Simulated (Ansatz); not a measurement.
Ga₂O₃ (model structure, started from the Bi2Te3 type, R-3m, No. 166, 5 atoms in the cell) was calculated with r²SCAN in Ansatz (PAW).

Numerical settings: plane-wave cutoff 560 eV, 14×14×14 k mesh, Fermi–Dirac smearing 0.01 eV, scalar-relativistic PAW data made under PBE.

Cell (relaxed at this level):

```xyz
5
Lattice="1.4926 0.8617 7.1485 -1.4926 0.8617 7.1485 0.0000 -1.7235 7.1485" Properties=species:S:1:pos:R:3 pbc="T T T"
Ga     0.0000     0.0000     8.5448
Ga     0.0000     0.0000    12.9006
O      0.0000     0.0000     0.0000
O      0.0000     0.0000     5.0296
O      0.0000     0.0000    16.4158
```

### Question
What does this level give for the band gap?

### Answer

- band gap: 3.34 eV (on the SCF k mesh)

Note: the relaxation could raise the start's symmetry but not lower it, so the cell can be a saddle point; the cell has widely spaced layers and the level no dispersion term, so their spacing and the moduli can rest on weak binding.

Spin–orbit coupling is not included.

A model structure was made by putting elements into a prototype or built by hand; it is no filed structure, need not be a known phase, and can be a saddle point held by its symmetry.

Ansatz is a first-principles code.
